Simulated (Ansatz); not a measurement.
The parent structure is Ni in the fcc (Cu type) structure (space group Fm-3m, No. 225; ferromagnetic; relaxed with 0.1 eV smearing).

```yaml
crystal:
  lattice:
    - [0.00000, 1.73942, 1.73942]
    - [1.73942, 0.00000, 1.73942]
    - [1.73942, 1.73942, 0.00000]
  atoms:
    - { symbol: Ni, position: [0.00000, 0.00000, 0.00000] }
```

All numbers come from DFT with r2SCAN, PAW potentials and a 500 eV plane-wave cutoff in Ansatz (a quantum-chemistry and plane-wave program), spin-orbit coupling left out.

Before the change:

The largest site moment is 0.79 μB. The pressure comes out as 0.0 GPa.

One thing is altered: an isotropic linear strain of +4.54 %; the atoms relax in the strained cell.

Question: What happens to the largest site moment?

Answer: The largest site moment grows by 0.07 μB to 0.86 μB.

Question: What happens to the pressure?

Answer: The pressure goes from zero to -20.9 GPa.

The magnetic state is the one reached from the starting moments; the real material's order can differ, and small cells can't hold many antiferromagnetic ones. No phonon test of stability was made.
